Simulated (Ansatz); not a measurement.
Start from Ta in the diamond structure (space group Fd-3m, No. 227; a = 6.005 Å; a hypothetical phase, not in the database extracts checked; relaxed with 0.1 eV smearing). Axes: x, y, z lie along the cube axes.

One thing is altered: a pure shear with ε_xy = ε_yx = -0.0105; the atoms relax in the strained cell.

Levels (all Ansatz, a program for electronic structure, PAW): PBEsol (420 eV, spin-orbit coupling left out); PBEsol+SOC (420 eV, spin-orbit coupling included).

The geometry is relaxed with PBEsol.

PBEsol pressure: -0.5 GPa

Problem. How does going to PBEsol+SOC change the pressure?

Solution. The pressure rises by 0.2 GPa, from -0.5 GPa to -0.3 GPa.

Single points use the geometry relaxed with PBEsol. Differences between runs with and without spin-orbit coupling are approximate. No phonon test of stability was made. The runs without spin-orbit coupling are not spin-polarised. Under tensor shear ε_xy = −1.05 % the cell ends below the base's energy or with stress of the wrong sign: the atoms slid into a distortion or the cell is elastically unstable, so the base is not a stable minimum at this level. Ta has a high density of states at the Fermi level and may be magnetic at this level.
